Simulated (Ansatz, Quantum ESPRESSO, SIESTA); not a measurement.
## CaCu2P2 (P1, 5 atoms in the cell) computed with different codes at matched settings

Self-consistent single point, at a second geometry (atoms moved at random). First geometry:

```yaml
crystal:
  lattice:
    - [-2.00325, 2.00325, 4.83650]
    - [2.00325, -2.00325, 4.83650]
    - [2.00325, 2.00325, -4.83650]
  atoms:
    - { symbol: Ca, position: [0.00000, 0.00000, 0.00000] }
    - { symbol: Cu, position: [0.75000, 0.25000, 0.50000] }
    - { symbol: Cu, position: [0.25000, 0.75000, 0.50000] }
    - { symbol: P, position: [0.61878, 0.61878, 0.00000] }
    - { symbol: P, position: [0.38122, 0.38122, 0.00000] }
```

Second geometry:
```yaml
crystal:
  lattice:
    - [-2.00325, 2.00325, 4.83650]
    - [2.00325, -2.00325, 4.83650]
    - [2.00325, 2.00325, -4.83650]
  atoms:
    - { symbol: Ca, position: [0.02223, 0.00028, 0.02341] }
    - { symbol: Cu, position: [0.77269, 0.24779, 0.51996] }
    - { symbol: Cu, position: [0.24653, 0.74920, 0.49724] }
    - { symbol: P, position: [0.61672, 0.61753, 0.99396] }
    - { symbol: P, position: [0.34183, 0.38521, 0.96543] }
```

Shared settings, as Ansatz (a quantum-chemistry and plane-wave program) writes them: kpoints.mp_grid.grid = 9 9 9; scf.occupations.method = gaussian; scf.occupations.width = 0.1 eV. Potentials and cutoffs stand in the table.

```csv
code,model,ΔF from the first geometry (meV/atom),pressure (GPa),largest force (eV/Å),cutoff
SIESTA,"LDA PW92, numerical atomic orbitals TZP, PseudoDojo LDA standard norm-conserving potentials (rewritten from UPF to PSML)",46.2,-0.05,1.818,grid 350 Ry
Quantum ESPRESSO,"LDA (PZ), PSlibrary PAW (LDA) pseudopotentials",33.4,-4.32,1.376,55 Ry
Ansatz,"LDA (PW92), PAW files made with PBE",32.8,-4.27,1.352,default
```

Size of the force on each atom (eV/Å): Sizes of forces hide their directions.

| code | Ca1 | Cu2 | Cu3 | P4 | P5 |
|---|---|---|---|---|---|
| SIESTA | 1.032 | 1.306 | 0.360 | 0.357 | 1.818 |
| Quantum ESPRESSO | 0.512 | 1.173 | 0.246 | 0.116 | 1.376 |
| Ansatz | 0.508 | 1.151 | 0.243 | 0.120 | 1.352 |

No clean gap comes from SIESTA, Quantum ESPRESSO and Ansatz: levels at the Fermi energy touch, overlap or are partly filled at this smearing.

On Ansatz's run: spin polarisation is off.

The spread over the programs that give each value: ΔF from the first geometry within 13.4 meV/atom; pressure within 4.27 GPa; largest force within 0.466 eV/Å.

SIESTA uses small atom-centred bases, whose incompleteness enters pressures, forces and empty levels differently from a plane-wave cutoff. Ansatz's pressure is given at a fixed set of plane waves, as the other plane-wave codes print theirs; with its correction for the finite basis it is -4.23 GPa. The same LDA comes in different parametrisations, which differ slightly. In the pressure, SIESTA (by 4.25) lies more than 1 GPa from the median of the plane-wave programs. In the force vectors, SIESTA (by 0.551) lies more than 0.08 eV/Å from the median of the plane-wave programs.

The starting cell comes from a database of computed structures (which also holds hypothetical and non-ambient phases and stackings), without a prior relaxation at this level. For this run, on top of that: atoms moved at random.

Keys are those of Ansatz 0.2.
